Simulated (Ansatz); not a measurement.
Take TiSi2 (space group Fddd, No. 70; a = 4.7602 Å, b = 8.1802 Å, c = 8.4999 Å) as the base. Axes: x, y, z lie along a, b, c of the conventional cell.

Calculations: Kohn–Sham DFT with the PBEsol functional, run in Ansatz (an electronic-structure program) with PAW and 420 eV plane waves, spin-orbit coupling left out.

Strains are applied to the cell and any free atomic positions relax.

One change was made to it. Results:

The energy grows by 1.8 meV/atom; the largest internal atomic displacement amounts to 0.017 Å; the pressure (mean of the normal stresses, compression positive) remains 0.0 GPa.

Q: Which of these changes matches the shifts?
A. tensor shear ε_xy = −1.95 %
B. tensor shear ε_xz = −0.97 %
C. strain tensor (xx, yy, zz, yz, xz, xy) = (+0.02, +1.02, +0.57, +0.17, +2.14, +1.25) %

A: B, tensor shear ε_xz = −0.97 %. For comparison, the energy relative to the base in the other runs: strain tensor (xx, yy, zz, yz, xz, xy) = (+0.02, +1.02, +0.57, +0.17, +2.14, +1.25) % gives +14 meV/atom; tensor shear ε_xy = −1.95 % gives +8.2 meV/atom.

Without a gap, meshes like the base's 13×13×13 leave anisotropic stresses uncertain by several tenths of a GPa, and small strain energies with them. Whether these cells are dynamically stable was not tested. All final runs are without spin polarisation.
